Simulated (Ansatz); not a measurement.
# C on the Al site (broken-bond start) in wurtzite AlN

Method: PBE, PAW (plane waves to 420 eV; Ansatz, an electronic-structure program). Cell: 96 sites, 3×2×2; final energies on a 2×2×2 shifted mesh. Sites at the start: the Al site; started 0.95 Å off site, one bond broken. Charged cells carry a point-charge image correction with potential alignment at far atoms. Dielectric constants: PBE linear response of the host. Host gap at this level: 4.03 eV. These values are not converged in cell size to better than tenths of an eV. The semilocal functional narrows the gap, so deep levels can fall outside it. Spin–orbit coupling is left out. Each state is the lowest found from its start.

Formation energies E_f are given with the Fermi level at the valence-band maximum. Chemical conditions: Al-rich (Δμ(Al) = 0.00 eV, Δμ(C) = -0.21 eV, bounded by Al4C3 (R-3m); only phases computed here count, gases as isolated molecules at 0 K). Reference phases: Al: fcc Al, C: graphite.

```json
[
 {"charge": "+1", "moment (μB)": "not spin-polarised", "largest move off a lattice site (Å)": "0.33", "image correction with alignment (eV)": "0.14", "E_f, Al-rich (eV)": "4.82"},
 {"charge": "0", "moment (μB)": "1.0", "largest move off a lattice site (Å)": "0.63", "image correction with alignment (eV)": "0.00", "E_f, Al-rich (eV)": "7.87"},
 {"charge": "−1", "moment (μB)": "not spin-polarised", "largest move off a lattice site (Å)": "0.98", "image correction with alignment (eV)": "0.30", "E_f, Al-rich (eV)": "10.97"}
]
```

No other site or start that was run ended lower by more than 0.1 eV.

Transition levels above the valence-band maximum: ε(+1/0) = 3.05 eV; ε(0/−1) = 3.10 eV. On the lower envelope of the bound states, inside the gap: (+1/0) at 3.05 eV; (0/−1) at 3.10 eV.

Flagged in the runs: a host whose relaxation on this sampling wasn't shown to rest, a strain field that reaches the edge of the cell.
